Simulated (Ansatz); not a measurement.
SiNF (model structure, Pmn2₁, No. 31, 6 atoms in the cell), treated with r²SCAN (Ansatz, a program for electronic structure, plane waves, PAW).

Numerical settings: plane-wave cutoff 560 eV, 12×8×8 k mesh (along the axes of the cell as run), Fermi–Dirac smearing 0.01 eV, scalar-relativistic PAW data made under PBE.

Cell (relaxed with PBE-D3(BJ)):

```
CELL_PARAMETERS angstrom
      2.90848     0.00000     0.00000
      0.00000     5.01311     0.00000
      0.00000     0.00000     4.84632
ATOMIC_POSITIONS crystal
  Si 0.00000 0.38991 0.99028
  N  0.50000 0.48069 0.82194
  F  0.00000 0.07230 0.02111
  Si 0.50000 0.61009 0.49028
  N  0.00000 0.51931 0.32194
  F  0.50000 0.92770 0.52111
```

### Question
Predict the band gap, smallest direct gap on the k points sampled and Γ–Γ gap.

### Answer

band gap: 5.80 eV (indirect)
smallest direct gap on the k points sampled: 5.84 eV
Γ–Γ gap: 5.94 eV

Note: the relaxation could raise the start's symmetry but not lower it, so the cell can be a saddle point; cell and atoms aren't relaxed at this level (largest force component 0.46 eV/Å, pressure -3.2 GPa).

Computed values are for the static lattice.

Cost on a shared machine: roughly 30 core-seconds.

A model structure was made by putting elements into a prototype or built by hand; it is no filed structure, need not be a known phase, and can be a saddle point held by its symmetry.
